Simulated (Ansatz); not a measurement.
# Li interstitial (corundum host)

Computed with PBE, PAW (plane waves to 420 eV; Ansatz, an electronic-structure program). A 2×2×1 supercell of 120 sites was used; the energies come from a 2×2×2 Γ-centred sampling of its zone. Site at the start: void with 3O nearest, no. 1. Finite-size correction: monopole term and site-potential alignment. Dielectric constants: PBE linear response of the host. Host gap at this level: 5.85 eV. A cell of this size leaves errors of a few tenths of an eV. PBE underestimates the host's gap, which shifts levels and can delocalise carriers. Spin–orbit coupling is left out. Each state is the lowest found from its start.

Formation energies E_f are given with the Fermi level at the valence-band maximum. Chemical conditions: Al-rich (Δμ(Li) = -0.37 eV, bounded by LiAl (Fd-3m); only phases computed here count, gases as isolated molecules at 0 K); O-rich (Δμ(Li) = -2.82 eV, bounded by Li2O2 (P6_3/mmc); only phases computed here count, gases as isolated molecules at 0 K). Reference phases: Li: bcc Li.

The name describes the start; the neighbours show where the added atom ended.

```json
[
 {"charge": "+1", "moment (μB)": "not spin-polarised", "point group": "C3i", "largest move off a lattice site (Å)": "0.23", "neighbours of the added atom at the end (Å)": "O 1.96, O 1.96, O 1.96, O 1.96, O 1.96, O 1.96", "image correction with alignment (eV)": "0.22", "E_f, Al-rich (eV)": "-2.39", "E_f, O-rich (eV)": "0.06"},
 {"charge": "0*", "moment (μB)": "quenched", "point group": "C3i", "largest move off a lattice site (Å)": "0.23", "neighbours of the added atom at the end (Å)": "O 1.96, O 1.96, O 1.96, O 1.96, O 1.96, O 1.96", "image correction with alignment (eV)": "–", "E_f, Al-rich (eV)": "–", "E_f, O-rich (eV)": "–"}
]
```

* At this level the carrier isn't localised at the defect: at charge 0 electrons occupy the conduction band. Such a state is shallow or no state of the defect, and this cell gives it no level.

Point groups are those of the whole cell at tolerances of 0.03 and 0.1 Å ("near" where only the looser one holds); none is given for unsettled states.

Starting moments that weren't kept: charge 0 began with 1 μB and ended with 0.0.

No other site or start that was run ended lower by more than 0.1 eV.

Flagged in the runs: a host whose relaxation on this sampling wasn't shown to rest.
